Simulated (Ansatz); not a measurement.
Consider V-vacancy pair (V on one host Al site, one Al site vacant) in fcc Al, neutral cell. Level of theory: PBE, PAW (plane waves to 420 eV; Ansatz, a quantum-chemistry and plane-wave program).

Cell of 32 host sites held at the relaxed PBE lattice; a 3×3×3 k-point mesh shifted by half a step; Fermi-Dirac width 0.10 eV, spin-restricted; finite-size errors left in. No zero-point or tunnelling terms. Forms of the defect that were not tried may lie lower.

Barriers: single points on a 5×5×5 k-point mesh shifted by half a step at the bands' geometries (they differ from the bands' own by up to 0.12 eV, and are uncertain by about as much).

Relaxed starting cell (atoms counted from 1):

```yaml
crystal:
  lattice:
    - [8.08392, 0.00000, 0.00000]
    - [0.00000, 8.08392, 0.00000]
    - [0.00000, 0.00000, 8.08392]
  atoms:
    - { symbol: V, position: [0.99956, 0.98958, 0.99081] }
    - { symbol: Al, position: [0.99952, 0.00493, 0.49818] }
    - { symbol: Al, position: [0.99945, 0.49690, 0.00626] }
    - { symbol: Al, position: [0.99955, 0.49771, 0.49890] }
    - { symbol: Al, position: [0.49951, 0.00052, 0.00174] }
    - { symbol: Al, position: [0.49950, 0.00139, 0.50000] }
    - { symbol: Al, position: [0.49953, 0.49861, 0.00274] }
    - { symbol: Al, position: [0.49969, 0.50505, 0.50628] }
    - { symbol: Al, position: [0.99954, 0.24254, 0.75693] }
    - { symbol: Al, position: [0.99962, 0.75564, 0.24380] }
    - { symbol: Al, position: [0.99960, 0.75205, 0.75329] }
    - { symbol: Al, position: [0.49955, 0.24926, 0.25063] }
    - { symbol: Al, position: [0.49959, 0.24766, 0.75654] }
    - { symbol: Al, position: [0.49952, 0.75531, 0.24886] }
    - { symbol: Al, position: [0.49961, 0.75245, 0.75379] }
    - { symbol: Al, position: [0.23405, 0.00683, 0.24458] }
    - { symbol: Al, position: [0.24638, 0.99872, 0.75649] }
    - { symbol: Al, position: [0.24566, 0.49873, 0.25254] }
    - { symbol: Al, position: [0.24739, 0.49912, 0.75536] }
    - { symbol: Al, position: [0.76504, 0.00675, 0.24451] }
    - { symbol: Al, position: [0.75274, 0.99869, 0.75650] }
    - { symbol: Al, position: [0.75347, 0.49883, 0.25254] }
    - { symbol: Al, position: [0.75178, 0.49914, 0.75538] }
    - { symbol: Al, position: [0.23403, 0.24330, 0.00807] }
    - { symbol: Al, position: [0.24554, 0.25137, 0.49999] }
    - { symbol: Al, position: [0.24640, 0.75528, 0.00003] }
    - { symbol: Al, position: [0.24736, 0.75400, 0.50032] }
    - { symbol: Al, position: [0.76496, 0.24331, 0.00803] }
    - { symbol: Al, position: [0.75353, 0.25128, 0.50002] }
    - { symbol: Al, position: [0.75275, 0.75527, 0.00000] }
    - { symbol: Al, position: [0.75177, 0.75421, 0.50030] }
```

End state 1 differs by these moves (Å; atoms that move under 0.08 Å are left out):

```tsv
atom	element	Δx	Δy	Δz
1	V	0.00	2.19	2.19
8	Al	0.00	-0.06	-0.06
15	Al	0.00	-0.06	-0.06
```

Predict the forward and backward barriers to end state 1 from PBE, PAW.

forward 1.50 eV, backward 1.50 eV; at the saddle point atom 1 has neighbours 4 Al at 2.59, 4 Al at 3.01 Å. The program found a first-order saddle point.
